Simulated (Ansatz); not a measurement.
Results of LDA (Ansatz, a program for electronic structure, PAW) for ZnCdO2 (P3m1, No. 156, 4 atoms in the cell; start mp-1215505).

Run with plane-wave cutoff 520 eV, 18×18×10 k mesh (along the axes of the cell as run), Fermi–Dirac smearing 0.05 eV, scalar-relativistic PAW data made under PBE.

Cell (relaxed at this level):

Space group P3m1 (No. 156); a = b = 3.3181 Å, c = 5.5632 Å, α = β = 90.00°, γ = 120.00°

```csv
atom,site,symmetry,x,y,z
Zn,1a,3m.,0.0000,0.0000,0.9968
Cd,1c,3m.,0.6667,0.3333,0.4869
O,1c,3m.,0.6667,0.3333,0.0988
O,1a,3m.,0.0000,0.0000,0.6536
```

### Question
Estimate the bulk modulus B0 that the calculation returns.

### Answer

* **bulk modulus B0**: 128 GPa

The run finds no gap.

Note: the bulk modulus is −V dP/dV from two relaxed cells at ±2 % in volume; the relaxation could not lower the start's symmetry, so the cell can be a saddle point above a distorted one.

A start named mp-… is a Materials Project structure, which need not be a measured phase.
